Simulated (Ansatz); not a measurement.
**InSe (C2/m, No. 12, 4 atoms in the cell; start mp-21405; a measured phase of this formula has another space group)**

All values below come from PBEsol in Ansatz (plane waves, PAW).

Numerical settings: plane-wave cutoff 500 eV, 10×10×8 k mesh (along the axes of the cell as run), gaussian smearing 0.02 eV, scalar-relativistic PAW data made under PBE.

Cell (relaxed at this level):

```xyz
4
Lattice="5.8729 -2.0550 0.0789 5.8729 2.0550 0.0789 -1.6667 0.0000 4.2522" Properties=species:S:1:pos:R:3 pbc="T T T"
In    -0.2770     0.0000     4.1454
In    10.3560     0.0000     0.2645
Se     3.4503     0.0000     1.5955
Se     6.6287     0.0000     2.8144
```

```
Quantity                       Result
--------  ---------------------------
band gap  0.74 eV (on the SCF k mesh)
```

Note: the relaxation could not lower the start's symmetry, so the cell can be a saddle point above a distorted one.

Spin–orbit coupling is not included.

The computed numbers hold no vibrational or temperature effects.

A start named mp-… is a Materials Project structure, which need not be a measured phase.

Ansatz is a quantum-chemistry and plane-wave program.
